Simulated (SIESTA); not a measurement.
Worked example: self-consistent single point of LiNiS₂ (P2/c, 8 atoms in the cell) in SIESTA.

Computed with GGA PBEsol, numerical atomic orbitals TZP, PseudoDojo PBEsol standard norm-conserving potentials (rewritten from UPF to PSML) (SIESTA 5.4.2).

The change in words: lattice scaled by 0.98. Reference geometry:
```
CELL_PARAMETERS angstrom
      5.77262     0.00000     0.00000
      0.00000     3.43378     0.00000
     -0.00829     0.00000     5.94827
ATOMIC_POSITIONS crystal
  Li 0.50000 0.25785 0.75000
  Li 0.50000 0.74215 0.25000
  Ni 0.00000 0.74624 0.25000
  Ni 0.00000 0.25376 0.75000
  S  0.21131 0.24667 0.41869
  S  0.78869 0.75333 0.58131
  S  0.78869 0.24667 0.08131
  S  0.21131 0.75333 0.91869
```

Reference input (self-consistent single point, DFT, GGA PBEsol, numerical atomic orbitals TZP, PseudoDojo PBEsol standard norm-conserving potentials (rewritten from UPF to PSML)): XC.functional = GGA; XC.authors = PBEsol; potentials = PseudoDojo PBEsol standard; PAO.BasisSize = TZP; PAO.EnergyShift = 0.005 Ry; MeshCutoff = 300 Ry; kgrid.MonkhorstPack = 4 7 4; OccupationFunction = MP; OccupationMPOrder = 0; ElectronicTemperature = 0.136 eV; PAO.Polarization.NonPerturbative = true; MaxSCFIterations = 150. This run's input differs from it in these lines:

```diff
@@ -11,7 +11,7 @@
 %endblock ChemicalSpeciesLabel
-LatticeConstant              5.772621 Ang
+LatticeConstant              5.657169 Ang
 %block LatticeVectors
      1.000000000    0.000000000    0.000000000
-     0.000000000    0.594839155    0.000000000
-    -0.001435223    0.000000000    1.030427253
+     0.000000000    0.594839044    0.000000000
+    -0.001435170    0.000000000    1.030427233
 %endblock LatticeVectors
@@ -19,10 +19,10 @@
 %block AtomicCoordinatesAndAtomicSpecies
-     2.880096750    0.885400431    4.461199500  1
-     2.884239250    2.548380569    1.487066500  1
-    -0.002071250    2.562424733    1.487066500  2
-    -0.006213750    0.871356267    4.461199500  2
-     1.216343697    0.847010759    2.490479492  3
-     4.547992303    2.586770241    3.457786508  3
-     4.552134803    0.847010759    0.483653508  3
-     1.212201197    2.586770241    5.464612492  3
+     2.822495250    0.867692324    4.371975750  1
+     2.826554750    2.497412676    1.457325250  1
+    -0.002029750    2.511175955    1.457325250  2
+    -0.006089250    0.853929045    4.371975750  2
+     1.192017037    0.830070450    2.440670036  3
+     4.457032963    2.535034550    3.388630964  3
+     4.461092463    0.830070450    0.473980464  3
+     1.187957537    2.535034550    5.355320536  3
 %endblock AtomicCoordinatesAndAtomicSpecies
```

Output (repeated stretches shortened):

```
        iscf     Eharris(eV)        E_KS(eV)     FreeEng(eV)     dDmax    Ef(eV) dHmax(eV)
   scf:    1   -10549.654532   -10667.890136   -10667.960494  1.670964 -3.509807 35.429822
   scf:    2   -10553.688059   -10681.746600   -10681.809044  0.546263 -6.385656 29.608247
   scf:    3   -10725.360366   -10715.474132   -10715.529087  0.276457 -5.645154  2.611146
   scf:    4   -10715.138161   -10715.700257   -10715.758349  0.041574 -5.489863  1.994438
   scf:    5   -10714.910206   -10715.612242   -10715.668336  0.040313 -5.692876  2.348387
   [... 3 lines left out ...]
   scf:    9   -10715.836886   -10715.836454   -10715.893885  0.000582 -5.592683  0.075846
   scf:   10   -10715.836845   -10715.836713   -10715.894108  0.000507 -5.595405  0.016040
   scf:   11   -10715.836744   -10715.836733   -10715.894119  0.000139 -5.596091  0.000119
   scf:   12   -10715.836732   -10715.836733   -10715.894119  0.000004 -5.596079  0.000300
SCF Convergence by DM+H criterion
max |DM_out - DM_in|         :     0.0000042461
max |H_out - H_in|      (eV) :     0.0002997364
SCF cycle converged after 12 iterations

Using DM_out to compute the final energy and forces

siesta: E_KS(eV) =           -10715.8367

siesta: E_KS - E_eggbox =    -10715.8367

siesta: Atomic forces (eV/Ang):
     1    0.000000   -0.024408   -0.000000
     2    0.000000    0.024408   -0.000000
     3   -0.000000    0.012621    0.000000
     4   -0.000000   -0.012620   -0.000000
     5    0.202298    0.024632   -0.092544
     6   -0.202298   -0.024633    0.092544
     7   -0.202298    0.024632    0.092544
     8    0.202298   -0.024632   -0.092544
   Tot   -0.000000    0.000000   -0.000000
   Max    0.202298
   Res    0.091718    sqrt( Sum f_i^2 / 3N )
   Max    0.202298    constrained

   [... lines left out ...]
siesta: FreeEng =    -10715.894119
siesta: Cell volume =        110.972215 Ang**3
siesta:          18.25679071         26.48609557  kBar
   [... lines left out ...]

              0.072

mulliken: Qtot =       66.000

Mulliken Atomic Populations:
Atom #   charge [q] valence [e]  Species
     1    -0.227185    3.227185  Li
     2    -0.227185    3.227185  Li
     3     0.598936   17.401064  Ni
     4     0.598936   17.401064  Ni
     5    -0.185876    6.185876  S
     6    -0.185876    6.185876  S
     7    -0.185876    6.185876  S
     8    -0.185876    6.185876  S
 Total    -0.000000
```

The run converged in 12 iterations. Against the reference run the free energy falls by 7.4 meV/atom, the pressure goes from -4.18 to 1.83 GPa and the largest force goes from 0.256 to 0.224 eV/Å.

The starting cell comes from a database of computed structures (which also holds hypothetical and non-ambient phases and stackings), without a prior relaxation at this level. Its lattice was rescaled by a random factor within 2.5 % of one. For this run, on top of that: lattice scaled by 0.98. Spin polarisation is off, so a magnetic state, if there is one, cannot be reached. Values carry the incompleteness of an atom-centred basis.

Cost on one core of a shared machine: roughly 80 s.
